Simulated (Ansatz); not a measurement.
Structures of equal composition on the (111) surface of fcc Ir: clean 1x1; top plane shifted to the other hollow. The slabs share one bottom face, and each structure is named by its start. These are constructed structures in small cells; real faces may alloy, dewet or reconstruct in larger ones, and not all known structures of the face are among them. Slabs of about 11 Å, Fermi-Dirac smearing of 0.1 eV. Bottom of the slabs: a bare face, its two planes held. Relaxed from the named starts with such symmetry as they have, on meshes of like density; energies extrapolated to zero smearing; spin only where a row says so; no spin-orbit coupling, no U. Brackets mark spin-polarised runs, whose order is one that fits the cell.

Method: PBE (plane waves to 420 eV, PAW; Ansatz, a first-principles code).

Rank these by energy per 1x1 cell (lowest first), as PBE gives it.

clean 1x1 (0.000 eV), top plane shifted to the other hollow (0.086 eV)
